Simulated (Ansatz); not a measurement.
**InAlN₂ (model structure, started from the ScAlN2 type, P3m1, No. 156, 4 atoms in the cell)**

Computed with LDA (plane waves, PAW; Ansatz, a first-principles code).

Run with plane-wave cutoff 520 eV, 12×12×8 k mesh (along the axes of the cell as run), Fermi–Dirac smearing 0.01 eV, scalar-relativistic PAW data made under PBE.

Cell (relaxed at this level):

```cif
data_AlInN2
_chemical_formula_sum 'In1 N2 Al1'
_space_group_name_H-M_alt 'P 1'
_space_group_IT_number 1
_cell_length_a 3.27751
_cell_length_b 3.27751
_cell_length_c 5.40461
_cell_angle_alpha 90.000
_cell_angle_beta 90.000
_cell_angle_gamma 120.000
loop_
_space_group_symop_operation_xyz
  'x, y, z'
loop_
_atom_site_label
_atom_site_type_symbol
_atom_site_fract_x
_atom_site_fract_y
_atom_site_fract_z
_atom_site_occupancy
In1 In 0.33333 0.66667 0.00776 1
N1 N 0.33333 0.66667 0.40651 1
Al1 Al 0.66667 0.33333 0.50663 1
N2 N 0.66667 0.33333 0.84910 1
```

```
Item        Value
--------  -------
band gap  1.09 eV
```

Note: the relaxation could raise the start's symmetry but not lower it, so the cell can be a saddle point.

Spin–orbit coupling is not included.

Computed values are for the static lattice.

Cost on a shared machine: about 30 core-seconds (a rough figure).

A model structure was made by putting elements into a prototype or built by hand; it is no filed structure, need not be a known phase, and can be a saddle point held by its symmetry.
